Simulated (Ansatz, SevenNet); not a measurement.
**Ladder of methods for the elastic constant C11 of AlB2-type ZrB₂**

Reference value: 568 GPa (measured, room temperature, no zero-point or thermal correction; as tabulated in Zhang et al. (2020), arXiv:1911.03307).

```json
[
 {"level (code)": "SevenNet-0 (SevenNet)", "value (GPa)": "379", "cell (Å³/atom)": "10.36", "difference (%)": "-33"},
 {"level (code)": "SevenNet-l3i5 (SevenNet)", "value (GPa)": "455", "cell (Å³/atom)": "10.36", "difference (%)": "-19.9"},
 {"level (code)": "LDA (Ansatz)", "value (GPa)": "606", "cell (Å³/atom)": "9.88", "difference (%)": "+6.7"},
 {"level (code)": "PBE (Ansatz)", "value (GPa)": "562", "cell (Å³/atom)": "10.28", "difference (%)": "-1.1"},
 {"level (code)": "PBEsol (Ansatz)", "value (GPa)": "587", "cell (Å³/atom)": "10.07", "difference (%)": "+3.3"},
 {"level (code)": "r²SCAN (Ansatz)", "value (GPa)": "578", "cell (Å³/atom)": "10.28", "difference (%)": "+1.8"}
]
```

The reference is not for a static lattice or low temperature, so close values are not ranked against it. Off by more than 25 % (a bound picked here): SevenNet-0 (-33 %).

The reference has no zero-point or thermal correction, while the calculations are for a static lattice, so the differences are not the levels' errors alone. A static lattice is as a rule stiffer than a warm one, by over a tenth in soft solids.  Each level is taken at its own relaxed cell. Cutoffs differ between the levels. Ansatz's density-functional and Hartree–Fock values are scalar-relativistic unless marked +SOC, with PAW data made under PBE.

Machine-learned potentials (SevenNet-0, SevenNet-l3i5) are trained on DFT data, which may include these solids.

Differences are worked out from the printed values.

Ansatz is a quantum-chemistry and plane-wave program.
